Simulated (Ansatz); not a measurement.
## Effect of electrons 5.0×10^21 cm⁻³ on ZnSe

The reference is ZnSe in the zinc blende structure (space group F-43m, No. 216; a = 5.666 Å).

The change: electron doping at 5.0×10^21 cm⁻³ (0.227 per cell), with a uniform compensating background at fixed cell and a 300 K Fermi–Dirac width.

Level of theory: Kohn–Sham DFT with the r2SCAN functional, run in Ansatz (a quantum-chemistry and plane-wave program) with PAW and 500 eV plane waves, no spin-orbit coupling, earlier PAW set. k-mesh 23×23×23 (Γ-centred); smearing 0.0259 eV (Fermi–Dirac).

| quantity | base | changed | shift |
|---|---|---|---|
| gap between the host's bands | 1.86 eV | 1.77 eV | -0.09 eV |
| gap character | direct at Γ | direct at Γ | – |
| valley order (the lowest conduction-band minima on the path, energy above the VBM, named in the base's zone) | Γ 1.86 eV; L along ⟨111⟩ 3.05 eV; X along ⟨100⟩ 3.34 eV | Γ 1.77 eV; L along ⟨111⟩ 2.97 eV; X along ⟨100⟩ 3.22 eV | – |
| Fermi level relative to the doped band's edge (positive inside the band; to 0.05 eV) | – | +1.70 eV | – |

Final structure:

```xyz
2
Lattice="0.0000 2.8330 2.8330 2.8330 0.0000 2.8330 2.8330 2.8330 0.0000" Properties=species:S:1:pos:R:3 pbc="T T T"
Se     4.2496     4.2496     4.2496
Zn     0.0000     0.0000     0.0000
```
Cell charge -0.227383.

Carriers are added with a uniform compensating background; total energy and stress of such cells depend on the potential's zero and are not compared; many-body gap narrowing is missing at this level. Whether these cells are dynamically stable was not tested.
